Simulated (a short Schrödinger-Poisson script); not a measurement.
Structure: symmetric double-gate stack, Si3N4 on p-type Ge(111), at 300 K.

```csv
layer,material,thickness (nm),Na (cm⁻³)
1,Si3N4,2.4,-
2,Ge,6,5e17
3,Si3N4,2.4,-
```

Constants are typed, rounded textbook-type inputs, not results; the design itself was drawn at random and stands for no fabricated device. Si3N4: permittivity 7.5, conduction-band edge (eV) 1.9, gap (eV) 5.1, electron mass (mₑ) 0.5. Ge: permittivity 16, conduction-band edge (eV) 0, gap (eV) 0.664, Nv at 300 K (cm⁻³) 6e18.

Channel valleys (confinement mass, in-plane density-of-states mass, number): L1 1.59, 0.08, 1; L3 0.09, 0.34, 3. At the gates, both at one voltage, the conduction-band edge of layer 1 lies 2.09 eV − eVg above the Fermi level of the channel. Gaps are held at their typed values at every temperature. Mesh 0.03 nm at interfaces.

From a short Schrödinger-Poisson script (our own, NumPy): 1D Poisson equation in equilibrium, electrons classical, Fermi-Dirac, parabolic valleys, classical holes, full ionisation, no traps, pinning or gate leakage.

The same stack at other levels of the model or other numerical settings:

| run | sheet density of all electrons at Vg = 0.9 V (cm⁻²) | sheet density of all electrons at Vg = 0.3 V (cm⁻²) | capacitance of both gates at Vg = 0.9 V (μF/cm²) | gate voltage at 1e11 electrons/cm² (V) | rough cost against the base |
|---|---|---|---|---|---|
| base | 1.95e13 | 3.28e12 | 4.57 | 0.10 | about 1 |
| electrons treated as classical, Boltzmann | 2.13e13 | 3.42e12 | 5.11 | 0.10 | 0.3 |
| electrons treated as quantum, Hartree | 1.74e13 | 2.47e12 | 4.28 | 0.13 | 9 |
| mesh six times as coarse | 1.93e13 | 3.24e12 | 4.51 | 0.10 | 0.4 |

The classical rows ignore confinement, and Boltzmann statistics overrate the density once the band edge passes the Fermi level.

Only the L valleys are kept; under strong confinement the Δ valleys of Ge fill too.
